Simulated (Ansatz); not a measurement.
BeTe (model structure, started from the CsCl type, Pm-3m, No. 221, 2 atoms in the cell)

The numbers are results of PBE (PAW; Ansatz, a quantum-chemistry and plane-wave program), not measurements.

Settings: plane-wave cutoff 500 eV, 14×14×14 k mesh, Fermi–Dirac smearing 0.05 eV, scalar-relativistic PAW data made under PBE.

Cell (relaxed at this level):

```cif
data_BeTe
_chemical_formula_sum 'Be1 Te1'
_space_group_name_H-M_alt 'P 1'
_space_group_IT_number 1
_cell_length_a 3.35726
_cell_length_b 3.35726
_cell_length_c 3.35726
_cell_angle_alpha 90.000
_cell_angle_beta 90.000
_cell_angle_gamma 90.000
loop_
_space_group_symop_operation_xyz
  'x, y, z'
loop_
_atom_site_label
_atom_site_type_symbol
_atom_site_fract_x
_atom_site_fract_y
_atom_site_fract_z
_atom_site_occupancy
Be1 Be 0.00000 0.00000 0.00000 1
Te1 Te 0.50000 0.50000 0.50000 1
```

```
Quantity         Result
--------  -------------
band gap  zero (no gap)
```

Note: the relaxation could raise the start's symmetry but not lower it, so the cell can be a saddle point.

Spin–orbit coupling is not included.

A model structure was made by putting elements into a prototype or built by hand; it is no filed structure, need not be a known phase, and can be a saddle point held by its symmetry.
